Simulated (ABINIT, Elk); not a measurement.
An ABINIT input for a self-consistent single point of SrAlSi (P-6m2, 3 atoms in the cell) (DFT, LDA (PW92), plane waves, norm-conserving pseudopotentials (PseudoDojo nc-sr-04 LDA standard)):

```
# SrAlSi, PseudoDojo nc-sr-04 LDA standard
pp_dirpath "./"
pseudos "Sr.upf, Al.upf, Si.upf"
acell 4.2497797457 4.2497797457 4.7795000000 Angstrom
rprim
         1.0000000000    0.0000000139    0.0000000000
        -0.5000000120    0.8660253968    0.0000000000
         0.0000000000    0.0000000000    1.0000000000
natom 3
ntypat 3
znucl 38 13 14
typat 1 2 3
xred
         0.0000000000    0.0000000000    0.0000000000
         0.6666666667    0.3333333333    0.5000000000
         0.3333333333    0.6666666667    0.5000000000
ecut 34 Ha
occopt 7
tsmear 0.00367493
nband 14
kptopt 1
ngkpt 6 6 5
nshiftk 1
shiftk 0 0 0
nstep 50
toldfe 1.0e-09
prtwf 0
prtden 0
prtvol 1
enunit 2
```

Question: Write the same calculation as an input for Elk.

Answer: One input that does it (others would too):

```
tasks
  0

rgkmax
  7.5

gmaxvr
  14.0

nxlo
  2

lorbcnd
  .true.

rmtscf
  0.99

lmaxi
  2

stype
  0

swidth
  0.00367493

maxscl
  100

avec
    8.0309198093    0.0000001115    0.0000000000
   -4.0154600012    6.9549805149    0.0000000000
    0.0000000000    0.0000000000    9.0319460126

atoms
  3
  'Sr.in'
  1
  0.0000000000  0.0000000000  0.0000000000    0.0 0.0 0.0
  'Al.in'
  1
  0.6666666667  0.3333333333  0.5000000000    0.0 0.0 0.0
  'Si.in'
  1
  0.3333333333  0.6666666667  0.5000000000    0.0 0.0 0.0

ngridk
  6 6 5
```

Basis settings and potentials, where a program has them, do not carry over. This input uses DFT, LDA (PW92), all-electron FP-LAPW, Elk's shipped species files, APW+lo basis with extra local orbitals. LDA parametrisations can differ slightly between programs.

The starting cell comes from a database of computed structures (which also holds hypothetical and non-ambient phases and stackings), without a prior relaxation at this level.
